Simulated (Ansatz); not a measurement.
An Ansatz (a quantum-chemistry and plane-wave program) run: TiAl with a change (Al → Lu); r2SCAN (Ansatz), no SOC.

Input:

Ansatz 0.2 input:
```yaml
crystal:
  lattice:
    - [3.1773898887, 0, 0]
    - [0, 3.1773898887, 0]
    - [0, 0, 4.4330724413]
  atoms:
    - { symbol: Lu, position: [0.5, 0.5, 0.5] }
    - { symbol: Ti, position: [0, 0, 0] }
basis: { ecutwfc: 500, ecutrho_ratio: 4, xc_grid: 4, fft_grid_basis: typed }
kpoints: { mp_grid: { grid: [15, 15, 11] } }
hamiltonian:
  xc: r2scan
  dispersion: none
  pseudopotentials: { kind: paw }
scf: { occupations: { method: fermi_dirac, width: 0.05 }, convergence: { dr2_threshold: 0.0000000002 } }
output: { forces: true, stress: true }
checkpoint: { write: state.ck, write_every: 1000 }
```

Output (explanatory and most iteration lines left out):

```
Pseudopotential: Lu, paw, valence charge 25
Pseudopotential: Ti, paw, valence charge 12
Crystal: 2 atoms, lattice volume = 44.755 Å³
Basis set: ecut = 500 eV, 1117 PW (Γ), exchange–correlation on 96×96×144 points (64 copies of the dense FFT grid, shifted against one another)
Bands: 23, of which v1, the nominal top of the filled ones, is band 19 counted from 1 (18 counted from 0)
Symmetry: 16 space group operations
Space group: P4/mmm (ITA 123), of the structure as read, at distance tolerance 3.6e-5 Å
k-points: 216 of 2475
Functional: x = r2scan, c = r2scan; τ floored in thin density (d = 2e-4 eV/Å³)
SCF iter   1: F=—  HF=-17247.563165 eV  |F-HF|=—  |Δ(HF+E_count)|=         —  Δρ=2.03e-2  dr2=2.48e-1  dr2_τ=3.00e-2  ethr=1.77e-3  ⟨swp⟩=6.0  Hψ=24152  notcnv=0
SCF iter   2: F=—  HF=-17247.575768 eV  |F-HF|=—  |Δ(HF+E_count)|=   1.26e-2  Δρ=1.07e-2  dr2=8.42e-2  dr2_τ=9.98e-3  ethr=6.70e-4  ⟨swp⟩=3.4  Hψ=12468  notcnv=0
SCF 1 converged in 12 iterations: F = -17247.565665 eV  dr2 = 1.83e-11
SCF converged after 12 iterations
Free energy (F): -17247.565665 eV
Internal energy: -17247.542809 eV  (E = F + TS)
E sigma→0 (E₀):  -17247.554237 eV
Entropy (-TS):   -0.022856 eV (-11.428 meV/atom)
Fermi energy:    14.040576 eV
--- Forces (eV/Å), atoms counted from 1 ---
  atom   1  Lu     0.00000000     0.00000000     0.00000000
  atom   2  Ti     0.00000000     0.00000000     0.00000000
--- Stress (GPa, compression-positive) ---
       -0.006528       0.000000       0.000000
        0.000000      -0.006528       0.000000
        0.000000       0.000000      -0.009112
  P = ⅓ Tr σ = -0.0074 GPa (-0.074 kbar)
```

Stability against distortions was not tested. All final runs are without spin polarisation. An odd electron count without spin: LuTi. The cell was made from TiAl by this change: Al → Lu; the result is a hypothetical phase, not in the database extracts checked. LuTi has a high density of states at the Fermi level and may be magnetic at this level.
